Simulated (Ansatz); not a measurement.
Data:

```
Ta
1.0
   -1.64098     1.64098     1.61997
    1.64098    -1.64098     1.61997
    1.64098     1.64098    -1.61997
Ta
1
Cartesian
  0.00000   0.00000   0.00000
```

No spin polarisation.

Calculations: Ansatz (a first-principles code), PBEsol, PAW, cutoff 420 eV, spin-orbit coupling left out. k-mesh 20×20×20 (Γ-centred); smearing 0.05 eV (Fermi–Dirac).

Task: Predict the pressure and space group.

Result: The pressure (mean of the normal stresses, compression positive) comes out as 2.8 GPa and the space group is I4/mmm (No. 139).

The cells carry an imposed strain or load. No phonon test of stability was made. The final runs are not spin-polarised. The cell was made from Ta in the bcc (W type) structure (space group Im-3m, No. 229) by this change: uniaxial strain ε_zz = −1.28 %.
